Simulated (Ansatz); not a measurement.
Results of LDA (Ansatz, an electronic-structure program, plane waves, PAW) for SrTaNO₂ (I4/mcm, No. 140, 10 atoms in the cell; start mp-552454).

Run with plane-wave cutoff 520 eV, 8×8×8 k mesh, Fermi–Dirac smearing 0.01 eV, scalar-relativistic PAW data made under PBE.

Cell (relaxed at this level):

```cif
data_N2O4Sr2Ta2
_chemical_formula_sum 'Sr2 Ta2 N2 O4'
_space_group_name_H-M_alt 'P 1'
_space_group_IT_number 1
_cell_length_a 5.64652
_cell_length_b 5.64652
_cell_length_c 5.64652
_cell_angle_alpha 121.352
_cell_angle_beta 121.352
_cell_angle_gamma 87.674
loop_
_space_group_symop_operation_xyz
  'x, y, z'
loop_
_atom_site_label
_atom_site_type_symbol
_atom_site_fract_x
_atom_site_fract_y
_atom_site_fract_z
_atom_site_occupancy
Sr1 Sr 0.75000 0.25000 0.50000 1
Sr2 Sr 0.25000 0.75000 0.50000 1
Ta1 Ta 0.50000 0.50000 0.00000 1
Ta2 Ta 0.00000 0.00000 0.00000 1
N1 N 0.75000 0.75000 0.00000 1
N2 N 0.25000 0.25000 0.00000 1
O1 O 0.80495 0.30495 0.10989 1
O2 O 0.19505 0.69505 0.89011 1
O3 O 0.30495 0.19505 0.50000 1
O4 O 0.69505 0.80495 0.50000 1
```

Task: Give the computed band gap.

Result: 
- band gap = 0.79 eV (on the SCF k mesh)

Note: the relaxation could not lower the start's symmetry, so the cell can be a saddle point above a distorted one.

Spin–orbit coupling is not included.

The computed numbers hold no vibrational or temperature effects.

A start named mp-… is a Materials Project structure, which need not be a measured phase.
